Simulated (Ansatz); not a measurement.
# Smallest direct gap on the k points sampled of GaGeTe (R-3m, No. 166; start mp-8211) at several levels of theory

No measured value is used here.

| level (code) | value (eV) |
|---|---|
| HSE06 (Ansatz) | 0.87 |
| PBE0 (Ansatz) | ___ |
| r²SCAN0 (Ansatz) | 1.60 |

Complete the blanks.


- PBE0 (Ansatz, a quantum-chemistry and plane-wave program), value (eV): 1.43

Computed values are for a static lattice. Levels without +SOC have no spin–orbit coupling; where heavier elements are present it shifts gaps, mostly down, and can invert bands.  Values are at the PBEsol cell. Cutoffs differ between the levels. Ansatz's density-functional and Hartree–Fock values are scalar-relativistic unless marked +SOC, with PAW data made under PBE.

A start named mp-… is a Materials Project structure, which can be a computed phase never made.
